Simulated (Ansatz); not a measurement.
Base system: Li in the bcc (W type) structure (space group Im-3m, No. 229; a = 3.476 Å).

The values are results of plane-wave PAW DFT at the r2SCAN level (Ansatz, an electronic-structure program, 500 eV), without spin-orbit coupling, earlier PAW set, not measurements.

Before the change:

| Item | Result |
|---|---|
| Lattice parameter a | 3.476 Å |

One thing is altered: every Li is replaced by Ba, then cell and atoms are relaxed.

Predict the new lattice parameter a.

The lattice parameter a increases by 1.594 Å (3.476 Å → 5.070 Å).

Stability against distortions was not tested.
